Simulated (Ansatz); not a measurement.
CuI under a change: pressure 15 GPa

The parent structure is CuI in the zinc blende structure (space group F-43m, No. 216; a = 6.079 Å).

It is then changed as follows: cell and atoms relaxed at a pressure of 15 GPa.

Computed with PBE/PAW in Ansatz (a quantum-chemistry and plane-wave program), scalar-relativistic without spin-orbit coupling. Γ-centred 9×9×9 mesh, Fermi–Dirac width 0.05 eV.

Lattice parameter a: 5.653 Å (base 6.079 Å)
Shortest interatomic distance: 2.448 Å (base 2.632 Å)
Enthalpy H = E + PV relative to the base's energy: +2.32 eV/atom
Band gap: 1.77 eV (base 1.10 eV)
Gap character: direct at Γ (base direct at Γ)
Width of the top valence band: 2.38 eV (base 1.47 eV)
Electron mass: 0.16 mₑ (at Γ) (base 0.15 mₑ (at Γ))
Valley order (the lowest conduction-band minima on the path, energy above the VBM, named in the base's zone): Γ 1.77 eV; X along ⟨100⟩ 2.23 eV; L along ⟨111⟩ 2.31 eV (base Γ 1.10 eV; L along ⟨111⟩ 2.13 eV; X along ⟨100⟩ 2.73 eV)

Spin-orbit coupling, missing from the scalar runs, can matter with I. Load acts through the strain it causes; cell and atoms are relaxed under it. Effective masses come from finite differences of ±0.01 Å⁻¹. Whether these cells are dynamically stable was not tested. Tetrahedral semiconductors of this kind turn to denser phases somewhere between about 1 and 50 GPa; those were not computed, so compressed cells here can lie past the real transition. All final runs are without spin polarisation.
